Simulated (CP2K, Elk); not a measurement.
A CP2K input for a self-consistent single point of CsCdCl₃ (Pm-3m, 5 atoms in the cell) (DFT PBEsol, GPW, DZVP-MOLOPT-SR-GTH basis, GTH-PBE potentials (GTH_POTENTIALS)):

```
&GLOBAL
  PROJECT bulk
  RUN_TYPE ENERGY_FORCE
  PRINT_LEVEL MEDIUM
&END GLOBAL
&FORCE_EVAL
  METHOD Quickstep
  STRESS_TENSOR ANALYTICAL
  &DFT
    BASIS_SET_FILE_NAME BASIS_MOLOPT
    POTENTIAL_FILE_NAME GTH_POTENTIALS
    &QS
      METHOD GPW
      EPS_DEFAULT 1E-10
    &END QS
    &MGRID
      CUTOFF 500
      REL_CUTOFF 50
      NGRIDS 5
    &END MGRID
    &SCF
      SCF_GUESS ATOMIC
      EPS_SCF 1E-6
      MAX_SCF 100
      ADDED_MOS 8
      &DIAGONALIZATION
        ALGORITHM STANDARD
      &END DIAGONALIZATION
      &MIXING
        METHOD BROYDEN_MIXING
        ALPHA 0.4
        NBUFFER 12
        BETA 1.5
      &END MIXING
    &END SCF
    &KPOINTS
      SCHEME MONKHORST-PACK 5 5 5
    &END KPOINTS
    &XC
      &XC_FUNCTIONAL
        &PBE
          PARAMETRIZATION PBESOL
        &END PBE
      &END XC_FUNCTIONAL
    &END XC
    &PRINT
      &MO
        EIGENVALUES T
        OCCUPATION_NUMBERS T
        NDIGITS 8
        FILENAME mo
        &EACH
          QS_SCF 0
        &END EACH
        ADD_LAST NUMERIC
      &END MO
      &MULLIKEN ON
      &END MULLIKEN
    &END PRINT
  &END DFT
  &SUBSYS
    &CELL
      ABC 5.32020300 5.32020300 5.32020300
      ALPHA_BETA_GAMMA 90.00000000 90.00000000 90.00000000
      PERIODIC XYZ
    &END CELL
    &COORD
      Cs       0.00000000     0.00000000     0.00000000
      Cd       2.66010150     2.66010150     2.66010150
      Cl       0.00000000     2.66010150     2.66010150
      Cl       2.66010150     0.00000000     2.66010150
      Cl       2.66010150     2.66010150     0.00000000
    &END COORD
    &KIND Cs
      BASIS_SET DZVP-MOLOPT-SR-GTH
      POTENTIAL GTH-PBE-q9
    &END KIND
    &KIND Cd
      BASIS_SET DZVP-MOLOPT-SR-GTH
      POTENTIAL GTH-PBE-q12
    &END KIND
    &KIND Cl
      BASIS_SET DZVP-MOLOPT-SR-GTH
      POTENTIAL GTH-PBE-q7
    &END KIND
  &END SUBSYS
  &PRINT
    &FORCES ON
    &END FORCES
    &STRESS_TENSOR ON
    &END STRESS_TENSOR
  &END PRINT
&END FORCE_EVAL
```

Question: Translate this input to Elk.

Answer: One input that does it (others would too):

```
tasks
  0

xctype
  22

tforce
  .true.

rgkmax
  8.0

gmaxvr
  18.0

lmaxapw
  10

lmaxo
  8

nxlo
  2

lorbcnd
  .true.

lradstp
  2

nrmtscf
  2.0

rmtscf
  0.98

lmaxi
  4

stype
  0

swidth
  0.0001

avec
   10.0537265974    0.0000000000    0.0000000000
    0.0000000000   10.0537265974    0.0000000000
    0.0000000000    0.0000000000   10.0537265974

atoms
  3   : nspecies
  'Cs.in'   : spfname
  1   : natoms; atposl, bfcmt below
  0.0000000000  0.0000000000  0.0000000000    0.0 0.0 0.0
  'Cd.in'   : spfname
  1   : natoms; atposl, bfcmt below
  0.5000000000  0.5000000000  0.5000000000    0.0 0.0 0.0
  'Cl.in'   : spfname
  3   : natoms; atposl, bfcmt below
  0.0000000000  0.5000000000  0.5000000000    0.0 0.0 0.0
  0.5000000000  0.0000000000  0.5000000000    0.0 0.0 0.0
  0.5000000000  0.5000000000  0.0000000000    0.0 0.0 0.0

ngridk
  5 5 5
```

Basis, cutoffs, solver keys and any potentials are the target program's own. This input uses DFT, PBEsol, all-electron FP-LAPW, Elk's shipped species files, APW+lo basis with extra local orbitals. Both were run: gap on the mesh 1.551 eV in CP2K and 1.686 in Elk.

On Elk: the starting cell comes from a database of computed structures (which also holds hypothetical and non-ambient phases and stackings), without a prior relaxation at this level. Its lattice was rescaled by a random factor within 2.5 % of one. Values depend on the basis (sphere radii, cutoffs, local orbitals), which need not be converged.

On CP2K: the starting cell comes from a database of computed structures (which also holds hypothetical and non-ambient phases and stackings), without a prior relaxation at this level. Its lattice was rescaled by a random factor within 2.5 % of one. Values carry the incompleteness of an atom-centred basis. The potentials were made for another functional than the one used.
